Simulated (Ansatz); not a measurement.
Worked example: self-consistent single point of SrGaSi (P3m1, 3 atoms in the cell) in Ansatz (an electronic-structure program)

Method: PBEsol, default PAW files made with PBE (plane waves; Ansatz).

Input:

Ansatz 0.2 input:
```yaml
crystal:
  lattice:
    - [4.19211900, 0.00000000, 0.00000000]
    - [-2.09605900, 3.63048100, 0.00000000]
    - [0.00000000, 0.00000000, 4.75002700]
  atoms:
    - { symbol: Sr, position: [0.00000000, 0.00000000, 0.01052600] }
    - { symbol: Ga, position: [0.33333300, 0.66666700, 0.50000000] }
    - { symbol: Si, position: [0.66666700, 0.33333300, 0.50000000] }
basis:
  ecutwfc: 420.0 eV
kpoints:
  mp_grid: { grid: [9, 9, 7] }
hamiltonian:
  xc: pbesol
  pseudopotentials: { kind: paw }
scf:
  occupations: { method: fermi_dirac, width: 0.1 eV }
output:
  forces: true
  eigenvalues: true
  stress: true
```

Output, abridged:

```
WARN the atoms were moved onto the symmetric positions of the space group found under crystal.symmetry.tolerance 1.0e-5 (fractional …
WARN ansatz: RAYON_NUM_THREADS=1 ignored (pool sized by the plan → 1); use --threads N
Pseudopotentials: kind: paw
Pseudopotential: Sr, paw, valence charge 10
Pseudopotential: Ga, paw, valence charge 13
Pseudopotential: Si, paw, valence charge 4
Crystal: 3 atoms, lattice volume = 72.293 Å³
Basis set: ecut = 420 eV, 1401 PW (Γ), exchange–correlation on 60×60×64 points (8 copies of the dense FFT grid, shifted against one another)
Bands: 18, of which v1, the nominal top of the filled ones, is band 14 counted from 1 (13 counted from 0)
Symmetry: 6 space group operations
Space group: P3m1 (ITA 156), of the structure as read, at distance tolerance 4.2e-5 Å
k-points: 69 of 567 (time reversal used)
PAW frozen core: Sr, regenerated for the run's functional, and the local potential with it
PAW frozen core: Ga, regenerated for the run's functional, and the local potential with it
PAW frozen core: Si, regenerated for the run's functional, and the local potential with it
Initial density: superposition of atomic densities (neutral atoms: chi_scale 0, normalization atom), corrected by the library's trained network
Initial wavefunctions: pseudopotential atomic-orbital guess
Eigensolver: davidson
Functional: x = pbesol(κ = 0.804, μ = 0.12345679012345678), c = pbesol(β = 0.046)
SCF iter   1: F=—  HF=-7858.441436 eV  |F-HF|=—  |Δ(HF+E_count)|=         —  Δρ=4.07e-3  dr2=3.04e-2  ethr=1.77e-3  ⟨swp⟩=6.8  Hψ=7414  notcnv=0
all-band conjugate gradients solve this SCF's bands
preconditioner: auto → Kerker (q_TF=auto, 2.315 Å⁻¹)
SCF iter   2: F=—  HF=-7858.435552 eV  |F-HF|=—  |Δ(HF+E_count)|=   5.88e-3  Δρ=2.64e-3  dr2=1.58e-2  ethr=1.12e-4  ⟨swp⟩=1.1  Hψ=1827  notcnv=0
SCF iter   3: F=—  HF=-7858.431050 eV  |F-HF|=—  |Δ(HF+E_count)|=   4.50e-3  Δρ=6.26e-4  dr2=4.24e-4  ethr=5.84e-5  ⟨swp⟩=2.0  Hψ=1551  notcnv=0
SCF iter   4: F=—  HF=-7858.431011 eV  |F-HF|=—  |Δ(HF+E_count)|=   3.91e-5  Δρ=3.31e-4  dr2=1.24e-4  ethr=1.57e-6  ⟨swp⟩=2.0  Hψ=1887  notcnv=0
SCF iter   5: F=—  HF=-7858.431000 eV  |F-HF|=—  |Δ(HF+E_count)|=   1.14e-5  Δρ=1.95e-4  dr2=3.84e-5  ethr=4.59e-7  ⟨swp⟩=2.0  Hψ=1624  notcnv=0
SCF iter   6: F=—  HF=-7858.430993 eV  |F-HF|=—  |Δ(HF+E_count)|=   6.73e-6  Δρ=4.79e-5  dr2=2.65e-6  ethr=1.42e-7  ⟨swp⟩=2.0  Hψ=1905  notcnv=0
SCF iter   7: F=—  HF=-7858.430993 eV  |F-HF|=—  |Δ(HF+E_count)|=   4.76e-7  Δρ=1.33e-5  dr2=2.35e-7  ethr=9.83e-9  ⟨swp⟩=2.4  Hψ=2050  notcnv=0
SCF iter   8: F=-7858.430993 eV  HF=-7858.430993 eV  |F-HF|=2.91e-11  |Δ(HF+E_count)|=   2.40e-8  Δρ=3.35e-6  dr2=1.30e-8  ethr=3.70e-10  ⟨swp⟩=6.4  Hψ=6211  notcnv=0
SCF 1 converged in 8 iterations: F = -7858.430993 eV  dr2 = 1.30e-8
SCF converged after 8 iterations
Free energy (F): -7858.430993 eV
Harris-Foulkes:  -7858.430993 eV  (|F-HF|=2.91e-11)
Internal energy: -7858.394751 eV  (E = F + TS)
E sigma→0 (E₀):  -7858.412872 eV
Entropy (-TS):   -0.036242 eV (-12.081 meV/atom)
Fermi energy:    8.422966 eV
--- Per-component energies (eV) ---
  E_band       = -136.859064
  E_kinetic    = 401.214231
  E_local      = -2831.162693  (includes V_loc(G=0)·N_el)
  E_nonlocal   = 652.365777
  E_hartree    = 1179.664079
  E_xc         = -295.363188
  E_vxc        = -267.131768  (∫ρ·V_xc dr)
  E_paw        = -5090.561013  (= ΣΔE_a)
  E_vpaw       = -451.472031  (= ΣTr[D̂ρ^β])
  E_aug_tail   = -0.000095  (compensation charges beyond the density's cutoff)
  E_ewald      = -1875.580735
  E_core_change = 1.028886  (= ΣΔE_core)
  E_smearing   = -0.036242  (= −TS)
  E_closure    = 0.000000  (closes the sum)
  Σ components = -7858.430993   (vs F -7858.430993, Δ=0.00e0)
--- Forces (eV/Å), atoms counted from 1 ---
  atom   1  Sr     0.00000000    -0.00000000    -0.18051758
  atom   2  Ga    -0.00000000     0.00000000     0.08447826
  atom   3  Si     0.00000000    -0.00000000     0.09603698
  max |Σ_I F_I| component: 2.34e-6 eV/Å
--- Stress (GPa, compression-positive) ---
       -1.632103       0.000000       0.000000
       -0.000000      -1.632103       0.000000
        0.000000       0.000000      -2.115624
  P = ⅓ Tr σ = -1.7933 GPa (-17.933 kbar)
  The stress holds the Pulay correction. Without it, at fixed plane waves, as pw.x and ABINIT print it: P = -1.8139 GPa
--- Band table (eV; the first three rows and the last of 69) ---
  k-point 0: bands = ["-26.8917", "-9.0287", "-8.8556", "-8.8556", "-6.6422", "-6.6422", "-6.6204", "-6.5586", "-6.5586", "-1.9931", "6.4419", "7.1325", "7.1325", "8.1607", "8.4895", "11.1135", "11.1135", "12.7040"]
  k-point 1: bands = ["-26.8914", "-9.0491", "-8.8547", "-8.8547", "-6.6431", "-6.6431", "-6.6193", "-6.5579", "-6.5579", "-1.8944", "5.7070", "7.1971", "7.1971", "8.5575", "8.9725", "10.6697", "10.6697", "12.4675"]
  k-point 2: bands = ["-26.8907", "-9.0940", "-8.8525", "-8.8525", "-6.6450", "-6.6450", "-6.6167", "-6.5565", "-6.5565", "-1.6572", "4.7159", "7.3580", "7.3580", "8.7287", "10.1103", "10.1103", "10.2211", "11.7080"]
  k-point 68: bands = ["-26.8749", "-9.0414", "-9.0086", "-9.0003", "-6.6537", "-6.6179", "-6.5786", "-6.5643", "-6.5557", "0.6301", "1.3289", "4.6078", "6.8161", "7.4711", "11.0415", "12.4737", "12.7615", "13.3902"]
```

The run converged in 8 iterations.

The starting cell comes from a database of computed structures (which also holds hypothetical and non-ambient phases and stackings), without a prior relaxation at this level. Its lattice was rescaled by up to half a per cent. One atom was moved a little off its site on purpose. Ansatz's pressure includes its estimate of the finite-basis (Pulay) stress.
